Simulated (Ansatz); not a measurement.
Consider ZrSe2 in the CdI2 type structure (space group P-3m1, No. 164; a = 3.6598 Å, c = 5.8412 Å; layered, stacked along the Cartesian z axis; relaxed with 0.1 eV smearing). Axes: x lies along a and z along c of the hexagonal cell.

Calculations: plane-wave PAW DFT at the PBEsol-D3(BJ) level (Ansatz, a quantum-chemistry and plane-wave program, 420 eV), scalar-relativistic without spin-orbit coupling.

Base values:

- Shortest interatomic distance: 2.655 Å

Modification: uniaxial strain ε_xx = −2.00 %, all other strain components held at zero; the atoms relax in the strained cell.

Question: How does this affect the largest internal atomic displacement?

Answer: The largest internal atomic displacement is 0.020 Å.

Question: How does this affect the stress?

Answer: The stress (xx, yy, zz, yz, xz, xy; compression positive) is (2.4, 0.4, 0.3, -0.2, 0.0, 0.0) GPa.

Question: Predict the new shortest interatomic distance.

Answer: The shortest interatomic distance drops by 0.0107 Å (2.655 Å → 2.645 Å).

Question: Predict the new energy relative to the base.

Answer: The energy grows by 3.3 meV/atom.

Stability against distortions was not tested. All final runs are without spin polarisation.
